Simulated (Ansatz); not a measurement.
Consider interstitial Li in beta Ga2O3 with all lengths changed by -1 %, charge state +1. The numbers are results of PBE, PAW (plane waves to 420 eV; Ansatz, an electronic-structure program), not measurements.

Cell of 120 host sites held at the strained lattice (strain from the relaxed PBE one, atoms relaxed); the Γ point alone; Fermi-Dirac width 0.01 eV, spin-restricted; finite-size errors left in. No zero-point or tunnelling terms. The charge state is imposed; whether it is stable for some Fermi level was not computed. Sites that were not tried may lie lower.

Barriers: single points on a 2×2×2 k-point mesh shifted by half a step at the bands' geometries.

Relaxed starting cell (atoms counted from 1):

```yaml
crystal:
  lattice:
    - [12.33041, 0.00000, 0.00000]
    - [0.00000, 9.15776, 0.00000]
    - [-2.75492, 0.00000, 11.30618]
  atoms:
    - { symbol: Ga, position: [0.09184, 0.99973, 0.39790] }
    - { symbol: Ga, position: [0.09084, 0.99980, 0.89803] }
    - { symbol: Ga, position: [0.08937, 0.33332, 0.39553] }
    - { symbol: Ga, position: [0.09177, 0.33417, 0.89846] }
    - { symbol: Ga, position: [0.08937, 0.66613, 0.39552] }
    - { symbol: Ga, position: [0.09179, 0.66539, 0.89845] }
    - { symbol: Ga, position: [0.40640, 0.16895, 0.10065] }
    - { symbol: Ga, position: [0.40923, 0.16647, 0.60335] }
    - { symbol: Ga, position: [0.40930, 0.49971, 0.10166] }
    - { symbol: Ga, position: [0.41116, 0.49980, 0.60468] }
    - { symbol: Ga, position: [0.40642, 0.83047, 0.10065] }
    - { symbol: Ga, position: [0.40923, 0.83312, 0.60333] }
    - { symbol: Ga, position: [0.16417, 0.16863, 0.15817] }
    - { symbol: Ga, position: [0.15694, 0.16687, 0.65538] }
    - { symbol: Ga, position: [0.16135, 0.49979, 0.15780] }
    - { symbol: Ga, position: [0.15686, 0.49974, 0.65419] }
    - { symbol: Ga, position: [0.16418, 0.83096, 0.15815] }
    - { symbol: Ga, position: [0.15695, 0.83260, 0.65536] }
    - { symbol: Ga, position: [0.34237, 0.99978, 0.34466] }
    - { symbol: Ga, position: [0.33639, 0.99971, 0.84137] }
    - { symbol: Ga, position: [0.34246, 0.33424, 0.34517] }
    - { symbol: Ga, position: [0.33674, 0.33445, 0.84144] }
    - { symbol: Ga, position: [0.34246, 0.66532, 0.34516] }
    - { symbol: Ga, position: [0.33675, 0.66498, 0.84143] }
    - { symbol: O, position: [0.16596, 0.99980, 0.05528] }
    - { symbol: O, position: [0.16603, 0.99975, 0.55428] }
    - { symbol: O, position: [0.16985, 0.33427, 0.05453] }
    - { symbol: O, position: [0.16388, 0.33288, 0.55249] }
    - { symbol: O, position: [0.16985, 0.66530, 0.05453] }
    - { symbol: O, position: [0.16389, 0.66659, 0.55249] }
    - { symbol: O, position: [0.33530, 0.16659, 0.44637] }
    - { symbol: O, position: [0.33121, 0.16716, 0.94429] }
    - { symbol: O, position: [0.33608, 0.49978, 0.44795] }
    - { symbol: O, position: [0.33077, 0.49972, 0.94560] }
    - { symbol: O, position: [0.33528, 0.83298, 0.44635] }
    - { symbol: O, position: [0.33121, 0.83227, 0.94428] }
    - { symbol: O, position: [0.17471, 0.99977, 0.28206] }
    - { symbol: O, position: [0.17116, 0.99976, 0.77999] }
    - { symbol: O, position: [0.17530, 0.33477, 0.28257] }
    - { symbol: O, position: [0.17092, 0.33368, 0.77938] }
    - { symbol: O, position: [0.17530, 0.66475, 0.28256] }
    - { symbol: O, position: [0.17093, 0.66581, 0.77937] }
    - { symbol: O, position: [0.32847, 0.16730, 0.22019] }
    - { symbol: O, position: [0.32506, 0.16728, 0.71783] }
    - { symbol: O, position: [0.32931, 0.49976, 0.22007] }
    - { symbol: O, position: [0.32469, 0.49974, 0.71721] }
    - { symbol: O, position: [0.32847, 0.83223, 0.22018] }
    - { symbol: O, position: [0.32505, 0.83223, 0.71781] }
    - { symbol: O, position: [0.49002, 0.99972, 0.12711] }
    - { symbol: O, position: [0.49680, 0.99979, 0.62861] }
    - { symbol: O, position: [0.49685, 0.33276, 0.12589] }
    - { symbol: O, position: [0.49800, 0.33231, 0.63006] }
    - { symbol: O, position: [0.49685, 0.66665, 0.12592] }
    - { symbol: O, position: [0.49800, 0.66728, 0.63006] }
    - { symbol: O, position: [0.00303, 0.16542, 0.37015] }
    - { symbol: O, position: [0.00521, 0.16758, 0.87263] }
    - { symbol: O, position: [0.00129, 0.49973, 0.36960] }
    - { symbol: O, position: [0.00347, 0.49979, 0.87352] }
    - { symbol: O, position: [0.00304, 0.83404, 0.37019] }
    - { symbol: O, position: [0.00525, 0.83198, 0.87263] }
    - { symbol: Ga, position: [0.59071, 0.16712, 0.40145] }
    - { symbol: Ga, position: [0.58041, 0.16965, 0.89237] }
    - { symbol: Ga, position: [0.59187, 0.49978, 0.39765] }
    - { symbol: Ga, position: [0.59004, 0.49969, 0.89651] }
    - { symbol: Ga, position: [0.59072, 0.83244, 0.40140] }
    - { symbol: Ga, position: [0.58042, 0.82972, 0.89234] }
    - { symbol: Ga, position: [0.93028, 0.99982, 0.11340] }
    - { symbol: Ga, position: [0.90733, 0.99973, 0.60072] }
    - { symbol: Ga, position: [0.91080, 0.33440, 0.10271] }
    - { symbol: Ga, position: [0.90821, 0.33291, 0.60127] }
    - { symbol: Ga, position: [0.91082, 0.66524, 0.10269] }
    - { symbol: Ga, position: [0.90820, 0.66658, 0.60124] }
    - { symbol: Ga, position: [0.64741, 0.99980, 0.17133] }
    - { symbol: Ga, position: [0.65897, 0.99975, 0.66048] }
    - { symbol: Ga, position: [0.65842, 0.33304, 0.15482] }
    - { symbol: Ga, position: [0.65975, 0.33350, 0.65767] }
    - { symbol: Ga, position: [0.65843, 0.66644, 0.15477] }
    - { symbol: Ga, position: [0.65975, 0.66606, 0.65762] }
    - { symbol: Ga, position: [0.84164, 0.16646, 0.34127] }
    - { symbol: Ga, position: [0.84416, 0.16811, 0.84254] }
    - { symbol: Ga, position: [0.83973, 0.49976, 0.34301] }
    - { symbol: Ga, position: [0.84175, 0.49982, 0.84435] }
    - { symbol: Ga, position: [0.84164, 0.83306, 0.34121] }
    - { symbol: Ga, position: [0.84422, 0.83151, 0.84251] }
    - { symbol: O, position: [0.65971, 0.16013, 0.05115] }
    - { symbol: O, position: [0.66809, 0.16569, 0.55730] }
    - { symbol: O, position: [0.66643, 0.49971, 0.05276] }
    - { symbol: O, position: [0.66755, 0.49977, 0.55478] }
    - { symbol: O, position: [0.65968, 0.83924, 0.05111] }
    - { symbol: O, position: [0.66810, 0.83385, 0.55726] }
    - { symbol: O, position: [0.83259, 0.99975, 0.44251] }
    - { symbol: O, position: [0.84986, 0.99978, 0.95237] }
    - { symbol: O, position: [0.83214, 0.33220, 0.44406] }
    - { symbol: O, position: [0.83421, 0.33206, 0.94659] }
    - { symbol: O, position: [0.83213, 0.66732, 0.44403] }
    - { symbol: O, position: [0.83420, 0.66757, 0.94657] }
    - { symbol: O, position: [0.67182, 0.16601, 0.28199] }
    - { symbol: O, position: [0.67422, 0.16376, 0.78641] }
    - { symbol: O, position: [0.67308, 0.49976, 0.27968] }
    - { symbol: O, position: [0.67384, 0.49977, 0.78210] }
    - { symbol: O, position: [0.67181, 0.83354, 0.28195] }
    - { symbol: O, position: [0.67419, 0.83578, 0.78635] }
    - { symbol: O, position: [0.82520, 0.99972, 0.21000] }
    - { symbol: O, position: [0.82758, 0.99974, 0.72084] }
    - { symbol: O, position: [0.82498, 0.33070, 0.21612] }
    - { symbol: O, position: [0.82677, 0.33270, 0.71930] }
    - { symbol: O, position: [0.82498, 0.66880, 0.21610] }
    - { symbol: O, position: [0.82677, 0.66681, 0.71929] }
    - { symbol: O, position: [0.00331, 0.17284, 0.13138] }
    - { symbol: O, position: [0.99449, 0.16592, 0.62605] }
    - { symbol: O, position: [0.99821, 0.49981, 0.12799] }
    - { symbol: O, position: [0.99449, 0.49975, 0.62630] }
    - { symbol: O, position: [0.00333, 0.82678, 0.13141] }
    - { symbol: O, position: [0.99450, 0.83355, 0.62605] }
    - { symbol: O, position: [0.50504, 0.99978, 0.37270] }
    - { symbol: O, position: [0.49810, 0.99970, 0.86949] }
    - { symbol: O, position: [0.50484, 0.33340, 0.37311] }
    - { symbol: O, position: [0.49913, 0.33701, 0.87112] }
    - { symbol: O, position: [0.50483, 0.66616, 0.37314] }
    - { symbol: O, position: [0.49912, 0.66238, 0.87111] }
    - { symbol: Li, position: [0.73541, 0.99959, 0.01605] }
```
Cell charge +1.

End state 1 differs by these moves (Å; atoms that move under 0.08 Å are left out):

| atom | element | Δx | Δy | Δz |
|---|---|---|---|---|
| 62 | Ga | 0.09 | -0.02 | 0.05 |
| 66 | Ga | -0.12 | 0.03 | -0.07 |
| 67 | Ga | -0.12 | 0.03 | -0.07 |
| 71 | Ga | 0.09 | -0.02 | 0.05 |
| 73 | Ga | 0.14 | 0.01 | -0.16 |
| 84 | Ga | 0.14 | 0.01 | -0.16 |
| 85 | O | 0.07 | 0.05 | 0.02 |
| 89 | O | -0.11 | -0.06 | -0.04 |
| 92 | O | -0.11 | -0.06 | -0.04 |
| 96 | O | 0.07 | 0.05 | 0.02 |
| 121 | Li | 0.45 | -1.52 | -0.37 |

Problem. What is the computed forward and backward barriers to end state 1 (PBE, PAW)?

Solution. forward 0.34 eV, backward 0.34 eV; at the saddle point atom 121 has neighbours O at 1.72, O at 1.73 Å. The saddle point's order was not checked.
